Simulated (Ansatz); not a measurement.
N on the 1x1 (0001) surface of hcp Ru, one in a 2x2 cell, energies for each (25.7 Å²). Energies are against ½ N2(g), without zero-point or thermal terms; each row is named by its start.

Computed with PBE (plane waves to 420 eV, PAW; Ansatz, a first-principles code).

Model: 17-atom slab, 6.3 Å thick at the start under the adsorbate (thin: gaps and levels are the slab's own), 6x6x1 mesh, Fermi-Dirac 0.1 eV, dipole correction, 8 atoms held, the rest relaxed; each run with such symmetry as its start has; spin where the adsorbate may keep a moment, no spin-orbit, no U, no dispersion correction.

A negative adsorption energy means that the adsorbate is more stable on the surface than in its reference. Heights count from the host atoms within 0.3 Å of the top one.

```csv
starting site,E_ads (eV),height (Å),nearest host atom (Å),bonded to,Δ work function (eV),lateral drift (Å),moment (μB)
top Ru,0.77,1.64,Ru 1.64,Ru,0.72,0.0,0.0
hollow Ru-Ru-Ru,-0.32,1.05,Ru 1.93,3 Ru,0.29,0.0,–
hollow Ru-Ru-Ru over Ru at depth 2.1 Å,-0.92,1.05,Ru 1.93,3 Ru,0.30,0.0,–
bridge Ru-Ru (span 2.7 Å),-0.92,1.05,Ru 1.93,3 Ru,0.30,0.8,–
```
